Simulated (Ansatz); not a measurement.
# Effective masses and thermopower of MgO under load (space group Fm-3m)

Here is the system:

```
CELL_PARAMETERS angstrom
      0.00000     2.06094     2.06094
      2.06094     0.00000     2.06094
      2.06094     2.06094     0.00000
ATOMIC_POSITIONS crystal
  Mg 0.00000 0.00000 0.00000
  O  0.50000 0.50000 0.50000
```

All values below come from r2SCAN, rigid bands (plane waves, PAW, scalar-relativistic; Ansatz, a program for electronic structure). Condition of this run: hydrostatic pressure of 12 GPa (compression positive) (the target of the relaxation). Cell: cell and atoms relaxed with PBEsol, then loaded as said.

- band gap: 6.31 eV
- electron conductivity mass (300 K, dilute): 0.39 mₑ
- hole conductivity mass (300 K, dilute): 2.2 mₑ
- effective density of states N_c (300 K): 6.2e18 cm⁻³
- effective density of states N_v (300 K): 2.7e20 cm⁻³
- density-of-states mass, electrons: 0.39 mₑ
- density-of-states mass, holes: 4.8 mₑ
- Seebeck coefficient, n-type 1e19 cm⁻³, 300 K: -184 μV/K
- best n-type power factor at 300 K for τ = 10 fs (best axis; densities from 1e16 to 1e21 cm⁻³ tried, whether or not they can be reached): 2.5 μW/(cm·K²) at 3e19 cm⁻³
- Seebeck coefficient, p-type 1e19 cm⁻³, 300 K: 497 μV/K

Rigid bands; masses and Seebeck coefficients take one relaxation time τ for all states and one kind of carrier; polarons and phonon drag are left out. Spin-orbit coupling is left out. Geometry: cell and atoms relaxed with PBEsol.
